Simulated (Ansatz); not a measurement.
**A computed series for hypothetical I4/mmm MgB2: response to strain**

The parent structure is MgB2 (space group I4/mmm, No. 139; a = 2.683 Å, c = 8.395 Å; a hypothetical phase, not in the database extracts checked; relaxed with 0.1 eV smearing). Axes: x, y, z lie along a, b, c of the conventional cell.

Strains are applied to the cell and any free atomic positions relax; under biaxial strain the out-of-plane vector relaxes too; under stress the whole cell relaxes.

Computed with PBE (Ansatz, a first-principles code; PAW; 420 eV plane waves; no SOC).

Notes on the quantities. energy relative to the base: free energy F.

| case | volume per atom | energy relative to the base | space group |
|---|---|---|---|
| base | 10.07 Å³ | 0 meV/atom | I4/mmm (No. 139) |
| biaxial strain −1.06 %, plane normal [001], relaxed out of plane | 9.90 Å³ | +1.8 meV/atom | I4/mmm (No. 139) |
| isotropic strain +2.75 % | 10.92 Å³ | +22 meV/atom | I4/mmm (No. 139) |
| isotropic strain +3.03 % | 11.01 Å³ | +26 meV/atom | I4/mmm (No. 139) |
| isotropic strain +3.85 % | 11.28 Å³ | +41 meV/atom | I4/mmm (No. 139) |
| uniaxial strain ε_yy = +5.14 % | 10.59 Å³ | +6.0 meV/atom | Immm (No. 71) |
| uniaxial stress, 3 GPa compression along z | 9.98 Å³ | +1.2 meV/atom | I4/mmm (No. 139) |
| uniaxial stress, 1 GPa compression along x | 9.95 Å³ | -14 meV/atom | Immm (No. 71) |

Beyond what the load breaks, stability against distortions was not tested. All final runs are without spin polarisation. Under uniaxial stress, 1 GPa compression along x the cell ends below the base's energy or with stress of the wrong sign: the atoms slid into a distortion or the cell is elastically unstable, so the base is not a stable minimum at this level.
